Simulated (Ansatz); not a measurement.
Structures of equal composition on the (100) surface of germanium (Ge plane on top): 1x1 symmetric dihydride; 1x1 canted dihydride. The slabs share one bottom face, and each structure is named by its start. These are constructed structures in small cells; real faces may alloy, dewet or reconstruct in larger ones, and not all known structures of the face are among them. Slabs of about 11 Å, Fermi-Dirac smearing of 0.025 eV. Bottom of the slabs: dihydride, held. Relaxed from the named starts with such symmetry as they have, on meshes of like density; energies extrapolated to zero smearing; spin only where a row says so; no spin-orbit coupling, no U. Brackets mark spin-polarised runs, whose order is one that fits the cell. Where a second, spin-polarised start was run, the lower counts.

Calculation: r2SCAN, at the PBE geometry (plane waves to 500 eV, PAW; Ansatz, a program for electronic structure).

Task: Order them by energy per 1x1 cell (lowest first) at the level r2SCAN, at the PBE geometry.

Result: 1x1 canted dihydride (0.000 eV), 1x1 symmetric dihydride (0.058 eV)
